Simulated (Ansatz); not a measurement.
Take C in the diamond structure (space group Fd-3m, No. 227; a = 3.5538 Å) as the base.

It is then changed as follows: a fraction x = 0.125 of the C sites is given to Si, ordered in a cell of 8 atoms (starting symmetry Pmm2) and fully relaxed.

Levels (all Ansatz, a program for electronic structure, PAW): PBEsol (420 eV, scalar-relativistic without spin-orbit coupling); r2SCAN (500 eV, spin-orbit coupling left out); HSE06 (420 eV, scalar-relativistic without spin-orbit coupling).

At the geometry relaxed with PBEsol, these levels gave the following band gaps, in shuffled order: (a) 1.80 eV, (b) 1.38 eV, (c) 2.51 eV.

**Question.** Match each gap to its level.

**Answer.** (a) r2SCAN; (b) PBEsol; (c) HSE06.

Single points use the geometry relaxed with PBEsol. HSE06 gaps are upper bounds (no full band path). Each cell is one ordered arrangement of few atoms, which overstates ordering effects compared with a random alloy. Stability against distortions was not tested.
